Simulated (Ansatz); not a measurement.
## CdSe, response to strain

Base system: CdSe in the zinc blende structure (space group F-43m, No. 216; a = 6.196 Å).

Strains are applied to the cell and any free atomic positions relax.

Level of theory: PBE (Ansatz, a quantum-chemistry and plane-wave program; PAW; 420 eV plane waves; no spin-orbit coupling).

Candidates:
(a) isotropic strain +1.00 %
(b) isotropic strain −2.50 %
(c) isotropic strain +0.50 %
(d) isotropic strain −2.00 %
(e) isotropic strain +3.00 %

For the base:

The band gap is 0.49 eV.

Task: Order them by band gap, lowest first.

Result: (e) isotropic strain +3.00 % (0.31 eV), (a) isotropic strain +1.00 % (0.43 eV), (c) isotropic strain +0.50 % (0.46 eV), (d) isotropic strain −2.00 % (0.62 eV), (b) isotropic strain −2.50 % (0.65 eV)

No phonon test of stability was made.
